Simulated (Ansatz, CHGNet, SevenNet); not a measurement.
Fluorite AuAl₂: properties by level of theory

```
level (code)              lattice constant a (Å)  enthalpy of formation (eV/atom)
------------------------  ----------------------  -------------------------------
CHGNet-r²SCAN (CHGNet)                       ___                           -0.507
SevenNet-l3i5 (SevenNet)                   6.063                              ___
PBE-D3(BJ) (Ansatz)                        5.993                           -0.386
PBE-D4 (Ansatz)                            5.997                           -0.385
rVV10 (Ansatz)                               ___                           -0.377
```

Q: Some entries are withheld; supply them.

A: 
- CHGNet-r²SCAN (CHGNet), lattice constant a (Å): 6.001
- SevenNet-l3i5 (SevenNet), enthalpy of formation (eV/atom): -0.444
- rVV10 (Ansatz, a program for electronic structure), lattice constant a (Å): 6.100

Ansatz's density-functional and Hartree–Fock values are scalar-relativistic unless marked +SOC, with PAW data made under PBE.
